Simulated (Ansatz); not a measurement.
These are PBE (plane waves to 420 eV, PAW; Ansatz, a quantum-chemistry and plane-wave program) values and carry that method's errors.

Plane-averaged electrostatic potential energy along the normal, in eV from the highest filled level, for a constructed model of the (111)A surface of zinc-blende CdTe (in the relaxation 1 Te–Te bonds broke), Cd-terminated, 2x2 Te adatom at T4 (bottom of the slab: 2 H on 4 bottom sites):

(z (Å), V (eV)): (4.33, 4.90); (4.62, 4.90); (4.91, 4.90); (5.20, 4.90); (5.49, 4.90); (5.78, 4.90); (6.07, 4.90); (6.36, 4.90); (6.64, 4.89); (6.93, 4.88); (7.22, 4.86); (7.51, 4.81); (7.80, 4.71); (8.09, 4.46); (8.38, 3.82); (8.67, 2.79); (8.96, 1.92); (9.24, 1.47); (9.53, 0.90); (9.82, 0.02); (10.11, -1.44); (10.40, -2.93); (10.69, -3.93); (10.98, -3.98); (11.27, -2.28); (11.56, -0.08); (11.84, 2.02); (12.13, 3.25); (12.42, 3.47); (12.71, 2.68); (13.00, 0.67); (13.29, -0.05); (13.58, 0.84); (13.87, 0.06); (14.16, -3.13); (14.44, -5.07); (14.73, -4.05); (15.02, -2.11); (15.31, -0.24); (15.60, 1.79); (15.89, 3.22); (16.18, 3.58); (16.47, 3.01); (16.76, 1.07); (17.04, -0.39); (17.33, 0.13); (17.62, 0.35); (17.91, -1.90); (18.20, -4.12); (18.49, -3.61); (18.78, -1.86); (19.07, -0.46); (19.36, 0.86); (19.64, 2.08); (19.93, 2.63); (20.22, 2.90); (20.51, 2.87); (20.80, 1.37); (21.09, -0.70); (21.38, -1.01); (21.67, -1.02); (21.96, -2.71); (22.24, -4.30); (22.53, -3.57); (22.82, -1.20); (23.11, 0.70); (23.40, 2.20); (23.69, 2.82); (23.98, 3.29); (24.27, 3.93); (24.56, 4.14); (24.84, 3.88); (25.13, 3.88); (25.42, 4.40); (25.71, 4.78); (26.00, 4.95); (26.29, 5.03); (26.58, 5.07); (26.87, 5.08); (27.16, 5.09); (27.44, 5.10); (27.73, 5.10); (28.02, 5.10); (28.31, 5.10); (28.60, 5.10); (28.89, 5.10)

Model: 35-atom slab, 16.1 Å thick at the start with caps and adatoms, 3x3x1 mesh, Fermi-Dirac 0.025 eV, dipole correction, 8 atoms held, the rest relaxed; symmetry of the start imposed; no spin, no spin-orbit, no U. In PBE it lies 0.03 eV a 1x1 cell over the lowest computed structure of the same composition (2x2 Te adatom at H3).

The vacuum level lies 5.10 eV above the highest filled level over the top face and 4.90 eV above it under the bottom face.
